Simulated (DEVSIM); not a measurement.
System: Ni/AlN/n-Ge capacitor, at 250 K.

Layer 1 from the left is AlN, thickness (nm) 13.0. Layer 2 from the left is Ge, thickness (nm) 16000, Nd (cm⁻³) 1.3e15.

Metal gate on the left, work function 5.1 eV. Fixed charge at the semiconductor interface 0 cm⁻² (in units of +e); no interface traps.

This is a model device: material constants are rounded textbook-type values typed into the input, and sizes, dopings and lifetimes were drawn at random. Values at 300 K; Nc and Nv go as T^1.5, mobilities as T to minus their exponent, the gap by Varshni's rule with the affinity fixed.

AlN: gap (eV) 6.1, affinity (eV) 1.9, permittivity 8.5. Ge: gap (eV) 0.664, affinity (eV) 4, permittivity 16, Nc (cm⁻³) 1.04e19, Nv (cm⁻³) 6e18, Varshni α (eV/K) 0.000477, Varshni β (K) 235.

Q: Estimate by hand the flat-band voltage, the threshold voltage, and compare with a numerical solution.

A: 
- Flat-band voltage: C = 0.579 μF/cm², work-function difference 0.912 V; VFB = φms − qNf/C = 0.91 V; numerical 0.91 V.
- Threshold voltage: φF = 0.160 V, depletion charge √(4εqNφF) = 1.37e-8 C/cm²; VT = VFB − 2φF − Qd/C = 0.57 V; numerical 0.57 V.

Model (solved in DEVSIM): 1D Poisson equation in equilibrium, Boltzmann statistics, complete ionisation; no quantum confinement or tunnelling. Metal contacts follow the ideal Schottky-Mott rule: no Fermi-level pinning, no interface dipoles.
